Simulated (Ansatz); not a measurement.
Start from LiH in the zinc blende structure (space group F-43m, No. 216; a = 4.2873 Å; a hypothetical phase, not in the database extracts checked).

(Cell as relaxed with PBE.)

Levels (all Ansatz, a first-principles code, PAW): PBE (420 eV, no SOC); PBEsol (420 eV, no spin-orbit coupling).

Each level relaxes its own structure.

| quantity | PBE | PBEsol |
|---|---|---|
| volume per atom | 9.85 Å³ | 9.65 Å³ |
| lattice parameter a | 4.287 Å | 4.257 Å |
| band gap | 4.20 eV | 4.01 eV |
| gap character | indirect, W → L | indirect, W → L |
| electron mass | 0.26 mₑ along k, 2.0 mₑ across | 0.25 mₑ along k, 2.1 mₑ across |

PBE's volume per atom lies 0.20 Å³ above PBEsol's (2.1 %); PBE's lattice parameter a lies 0.030 Å above PBEsol's (0.7 %); PBE's band gap lies 0.19 eV above PBEsol's; the two agree on the gap character. Neither level is exact; PBEsol is the comparison here, not a measurement.

Masses are band curvatures over ±0.01 Å⁻¹ around the edge. Along k means along the line from Γ to the band edge. Gaps are read on the SCF mesh and a high-symmetry path. No phonon test of stability was made.
